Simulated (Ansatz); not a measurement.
Start from BeTe in the zinc blende structure (space group F-43m, No. 216; a = 5.604 Å).

Calculations: PBEsol (Ansatz, a program for electronic structure; PAW; 420 eV plane waves; no SOC).

Base values:

The hole mass is 0.20, 0.33, 0.33 mₑ (at Γ) and the lattice parameter a is 5.604 Å. The valley order is X along ⟨100⟩ 1.84 eV; L along ⟨111⟩ 3.08 eV.

Now apply this change: hydrostatic tension (pressure −1 GPa).

**Question.** What does the calculation give for the hole mass, lattice parameter a and valley order after the change?

**Answer.** The hole mass (degenerate bands, along [100]) becomes 0.20, 0.34, 0.34 mₑ (at Γ) (base: 0.20, 0.33, 0.33 mₑ (at Γ)); the lattice parameter a increases by 0.033 Å, from 5.604 Å to 5.637 Å; the valley order (the lowest conduction-band minima on the path, energy above the VBM, named in the base's zone) goes from X along ⟨100⟩ 1.84 eV; L along ⟨111⟩ 3.08 eV to X along ⟨100⟩ 1.88 eV; L along ⟨111⟩ 3.04 eV.

With Te present, leaving out spin-orbit coupling can change the band edges. The levels and masses belong to the bands next to the band gap. Load acts through the strain it causes; cell and atoms are relaxed under it. Masses are band curvatures over ±0.01 Å⁻¹ around the edge. Stability against distortions was not tested.
